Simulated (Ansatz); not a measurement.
We consider Mg2NbN3 (Cmcm, No. 63, 12 atoms in the cell; start mp-1029408), described by LDA (plane waves, PAW; Ansatz, a program for electronic structure).

Numerical settings: plane-wave cutoff 520 eV, 8×8×6 k mesh (along the axes of the cell as run), Fermi–Dirac smearing 0.01 eV, no spin polarisation, scalar-relativistic PAW data made under PBE.

Cell (relaxed at this level):

Space group Cmcm (No. 63); a = 10.4714 Å, b = 6.3351 Å, c = 4.2862 Å, α = 90.00°, β = 90.00°, γ = 90.00°

| atom | site | symmetry | x | y | z |
|---|---|---|---|---|---|
| Mg | 8g | ..m | 0.3288 | 0.3411 | 0.2500 |
| Nb | 4c | m2m | 0.0000 | 0.3261 | 0.2500 |
| N | 8g | ..m | 0.1564 | 0.1707 | 0.2500 |
| N | 4c | m2m | 0.0000 | 0.6469 | 0.2500 |
(The calculation used a cell of 12 atoms; values per cell refer to that cell.)

Question: Predict the band gap.

Answer: 
- band gap: 1.63 eV (on the SCF k mesh)

Note: the relaxation could not lower the start's symmetry, so the cell can be a saddle point above a distorted one.

Spin–orbit coupling is not included.

Computed values are for the static lattice.

Cost on a shared machine: very roughly 28 core-minutes.

A start named mp-… is a Materials Project structure, which need not be a measured phase.
